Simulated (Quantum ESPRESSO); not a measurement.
Worked example: self-consistent single point of MoWSe4 (P-3m1, 12 atoms in the cell) in Quantum ESPRESSO.

Method of the run: LDA (PZ), GBRV 1.5 ultrasoft (LDA) pseudopotentials (plane waves; Quantum ESPRESSO 7.5).

```
CELL_PARAMETERS angstrom
      3.32281     0.00000     0.00000
     -1.66141     2.87764     0.00000
      0.00000     0.00000    37.85056
ATOMIC_POSITIONS crystal
  Mo 0.33333 0.66667 0.71819
  Mo 0.66667 0.33333 0.28181
  W  0.33333 0.66667 0.09393
  W  0.66667 0.33333 0.90607
  Se 0.33333 0.66667 0.95057
  Se 0.66667 0.33333 0.04943
  Se 0.33333 0.66667 0.32609
  Se 0.66667 0.33333 0.67391
  Se 0.66667 0.33333 0.76249
  Se 0.33333 0.66667 0.23751
  Se 0.66667 0.33333 0.13843
  Se 0.33333 0.66667 0.86157
```

Reference input (self-consistent single point, DFT, LDA (PZ), plane waves, GBRV 1.5 ultrasoft (LDA) pseudopotentials): ecutwfc = 40 Ry; ecutrho = 320 Ry; occupations = fixed; potentials = {Mo: mo_lda_v1.uspp.F.UPF, W: w_lda_v1.2.uspp.F.UPF, Se: se_lda_v1.uspp.F.UPF}; K_POINTS = automatic 9 9 1 0 0 0; nbnd = 58; conv_thr = 1e-11 Ry. This run's input differs from it in these lines:

```diff
@@ -41,3 +41,3 @@
 K_POINTS automatic
-9 9 1  0 0 0
+4 4 1  0 0 0
```

Output, abridged:

```
     Self-consistent Calculation

     iteration #  1     ecut=    40.00 Ry     beta= 0.70

---- Real-time Memory Report at c_bands before calling an iterative solver
          1490 MiB given to the printing process from OS
           217 MiB allocation reported by mallinfo(arena+hblkhd)
------------------

     negative rho (up, down):  1.397E-01 0.000E+00

     total energy              =    -758.17189849 Ry
     estimated scf accuracy    <     205.58155444 Ry

     iteration #  2     ecut=    40.00 Ry     beta= 0.70

---- Real-time Memory Report at c_bands before calling an iterative solver
   [... lines left out ...]
          1657 MiB given to the printing process from OS
           286 MiB allocation reported by mallinfo(arena+hblkhd)
------------------

     negative rho (up, down):  1.304E-01 0.000E+00

     total energy              =    -943.52091904 Ry
     estimated scf accuracy    <          1.9E-11 Ry

     iteration # 35     ecut=    40.00 Ry     beta= 0.70

---- Real-time Memory Report at c_bands before calling an iterative solver
          1657 MiB given to the printing process from OS
           286 MiB allocation reported by mallinfo(arena+hblkhd)
------------------

     negative rho (up, down):  1.304E-01 0.000E+00
     End of self-consistent calculation

     highest occupied, lowest unoccupied level (ev):     5.1302    6.6232

!    total energy              =    -943.52091904 Ry
     estimated scf accuracy    <          8.5E-12 Ry

     convergence has been achieved in  35 iterations

     negative rho (up, down):  1.304E-01 0.000E+00

     Forces acting on atoms (cartesian axes, Ry/au):

     atom    1 type  1   force =     0.00000000    0.00000000    0.00001432
     atom    2 type  1   force =     0.00000000    0.00000000   -0.00001432
     atom    3 type  2   force =     0.00000000    0.00000000    0.00001296
     atom    4 type  2   force =    -0.00000000    0.00000000   -0.00001296
     atom    5 type  3   force =    -0.00000000    0.00000000   -0.02811359
     atom    6 type  3   force =     0.00000000   -0.00000000    0.02811359
   [... lines left out ...]
     Total force =     0.080640     Total SCF correction =     0.000020
   [... lines left out ...]

     negative rho (up, down):  1.304E-01 0.000E+00
          total   stress  (Ry/bohr**3)                   (kbar)     P=      -56.02
  -0.00038038  -0.00000000   0.00000000          -55.96       -0.00        0.00
  -0.00000000  -0.00038038   0.00000000           -0.00      -55.96        0.00
   0.00000000   0.00000000  -0.00038160            0.00        0.00      -56.14

   JOB DONE.
```

The run converged in 35 iterations. Against the reference run the free energy falls by 17.6 meV/atom, the pressure goes from -5.42 to -5.60 GPa, the largest force goes from 0.768 to 0.789 eV/Å and the gap on the mesh goes from 1.228 to 1.493 eV.

The starting cell comes from a database of computed structures (which also holds hypothetical and non-ambient phases and stackings), without a prior relaxation at this level. Spin-orbit coupling is off. With a pressure of about -6 GPa the cell is away from its equilibrium volume at this level. Another mesh or the band path of this cell gives a smaller gap, so this value is not converged in the mesh.

Cost on one core of a shared machine: roughly 20 min.
